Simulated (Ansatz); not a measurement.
Results of G0W0@PBEsol in Ansatz (hard PAW, contour deformation) for SiGe (model structure, Pmma, No. 51, 4 atoms in the cell).

The cell is the one relaxed with PBEsol. Conventional cell: a = 3.9429 Å, b = 3.9518 Å, c = 5.4675 Å, α = 90.00°, β = 90.00°, γ = 90.00°.

The quasiparticle gap at Γ at a fixed k mesh 2×2×2:

```json
[
 {"response cutoff": "150 eV, 653 empty bands", "value (eV)": "0.797"},
 {"response cutoff": "200 eV, 1005 empty bands", "value (eV)": "0.810"},
 {"response cutoff": "250 eV, 1405 empty bands", "value (eV)": "0.827"},
 {"response cutoff": "300 eV, 1847 empty bands", "value (eV)": "0.837"}
]
```

Question: Taking the value to converge with the response cutoff E as E^(−3/2), extrapolate from the last two rows.

Answer: With y = y∞ + c/w and weights w = 3953 and 5196 for the last two rows, y∞ = (w2 y2 − w1 y1)/(w2 − w1) = (5196 × 0.837 − 3953 × 0.827)/1243 = 0.869 eV, which lies 0.032 beyond the last row. Successive pairs of rows give 0.834, 0.870, 0.869. The limit also hangs on the law assumed, so its last digits aren't firm.

The other settings are not extrapolated, so this is the limit in one setting alone.

At the last cutoff the smallest gap on this mesh is 0.74 eV, with an edge away from Γ.

Spin–orbit coupling is not included.

Note: filled d or f shells below the valence bands can shift G0W0 gaps through exchange with them, which wasn't tested here.

A model structure was made by putting elements into a prototype or built by hand; it is no filed structure, need not be a known phase, and can be a saddle point held by its symmetry.

Ansatz is a program for electronic structure.
